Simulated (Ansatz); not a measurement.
Cu on the 1x1 (10-10) surface of wurtzite ZnO (cut with top plane O + Zn), one in a 2x1 cell, started at the site 'over O at depth 0.9 Å'

Host crystal: wurtzite ZnO, with a band gap (PBE, scalar-relativistic without spin-orbit coupling).

Calculation: PBE (plane waves to 420 eV, PAW; Ansatz, a first-principles code).

Model: 33-atom slab, 9.4 Å thick at the start under the adsorbate (thin: gaps and levels are the slab's own), 3x4x1 mesh, Fermi-Dirac 0.01 eV, dipole correction, 16 atoms held, the rest relaxed; start symmetry kept, larger cells not searched; spin-polarised, ending with about 0.1 μB a cell, a value that depends on the mesh; orders that need a larger cell were not tried, no spin-orbit, no U, no dispersion correction. The slab shows no gap over 0.04 eV on its mesh. At the end it is bonded to 2 O + 3 Zn. In PBE it is, or lies within 0.03 eV of, the lowest of the starts that converged.

- adsorption energy against an atom of fcc Cu: 2.03 eV
- change of the step from the bottom to the top vacuum level, against the clean slab: -1.00 eV
- energy released by relaxation: 0.77 eV
- height of the binding atom over the mean of the host atoms within 0.3 Å of the top one: 1.337 Å
- nearest host atoms of the binding atom: O at 2.02 Å, O at 2.02 Å, Zn at 2.56 Å
- largest move of a host atom: 0.23 Å
- note: in the relaxation the adsorbate left its starting site by 2.3 Å
- cost: about 2.4 core-hours (a rough figure)

A negative adsorption energy means that the adsorbate is more stable on the surface than in its reference.
